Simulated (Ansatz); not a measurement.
Relaxation of the outer planes of the (211) surface of fluorite in its 1x1 cell (cut with top plane Ca + 2 F, bottom plane Ca + 2 F), outermost plane spacing 1.12 Å in the ideal cut.

Method: PBE (plane waves to 420 eV, PAW; Ansatz, an electronic-structure program).

Model: 33-atom slab, Ca11F22, 11.2 Å thick at the start, 7x3x1 mesh, Fermi-Dirac 0.025 eV, dipole correction, all atoms relaxed; symmetry of the start imposed; no spin, no spin-orbit, no U.

```csv
plane,atoms,bulk spacing to the next (Å),relaxed spacing (Å),change (%),rumpling (Å)
1,Ca + 2 F,1.125,1.012,-10.0,0.34 (F outermost)
2,Ca + 2 F,1.125,1.113,-1.1,0.09 (F outermost)
```
